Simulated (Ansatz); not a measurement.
## W2AlB2 (model structure, started from the Fe2AlB2 type, Cmmm, No. 65, 5 atoms in the cell)

Calculation: r²SCAN (Ansatz, a quantum-chemistry and plane-wave program, PAW).

Run with plane-wave cutoff 560 eV, 18×18×18 k mesh, Fermi–Dirac smearing 0.05 eV, no spin polarisation, scalar-relativistic PAW data made under PBE.

Cell (relaxed at this level):

```
CELL_PARAMETERS angstrom
      1.53807    -5.76764     0.00000
      1.53807     5.76764     0.00000
      0.00000     0.00000     3.12237
ATOMIC_POSITIONS crystal
  Al 0.00000 0.00000 0.00000
  W  0.35624 0.64376 0.50000
  W  0.64376 0.35624 0.50000
  B  0.20530 0.79470 0.00000
  B  0.79470 0.20530 0.00000
```

```yaml
bulk modulus B0: 271 GPa
```

Note: the run has no spin polarisation, so it can have missed a magnetic state; the bulk modulus is −V dP/dV from two relaxed cells at ±2 % in volume; the relaxation could raise the start's symmetry but not lower it, so the cell can be a saddle point.

Spin–orbit coupling is not included; it can open a gap where bands touch, and shift volumes and moduli.

Static lattice: no zero-point or thermal effects.

Computing time: around 25 core-minutes (rough).

A model structure was made by putting elements into a prototype or built by hand; it is no filed structure, need not be a known phase, and can be a saddle point held by its symmetry.
